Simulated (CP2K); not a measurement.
Band structure of Cs (Fm-3m, 1 atom in the cell).

```yaml
crystal:
  lattice:
    - [5.38994, 0.00000, 0.00000]
    - [2.69497, 4.66782, 0.00000]
    - [2.69497, 1.55594, 4.40086]
  atoms:
    - { symbol: Cs, position: [0.00000, 0.00000, 0.00000] }
```

Method: PBEsol, GPW, DZVP-MOLOPT-SR-GTH basis, GTH-PBE potentials (GTH_POTENTIALS) (CP2K 2026.2).

Settings: CUTOFF = 500 Ry; REL_CUTOFF = 50 Ry; SMEAR/METHOD = METHFESSEL_PAXTON; SIGMA = 0.272 eV; KPOINTS/SCHEME = MACDONALD 10 10 10 0.05 0.05 0.05; XC_FUNCTIONAL = PBE:PBESOL; Cs/BASIS_SET = DZVP-MOLOPT-SR-GTH; Cs/POTENTIAL = GTH-PBE-q9; METHOD = GPW; EPS_DEFAULT = 1e-10; NGRIDS = 5; SCF_GUESS = ATOMIC; EPS_SCF = 1e-07; MAX_SCF = 100.

The starting cell was generated: these elements placed on a structure prototype, without a prior relaxation; it need not be a known phase or ordering of this composition. Values carry the incompleteness of an atom-centred basis. The potentials were made for another functional than the one used.

Levels in eV from the Fermi level, bands 1 to 6:
```
point       1       2       3       4      5     6
-----  ------  ------  ------  ------  -----  ----
Γ      -23.76  -10.56  -10.56  -10.56  -1.79  4.65
X      -23.75  -10.71  -10.62  -10.62   0.86  1.43
W      -23.75  -10.66  -10.66  -10.62   0.79  1.32
K      -23.75  -10.68  -10.65  -10.60   0.79  1.33
L      -23.75  -10.72  -10.58  -10.58   0.00  0.74
U      -23.75  -10.68  -10.65  -10.60   0.79  1.33
```

Bands cross the Fermi level along this path, so the cell is metallic at this level.

Higher empty bands are left out: an atom-centred basis made for the valence describes them poorly.
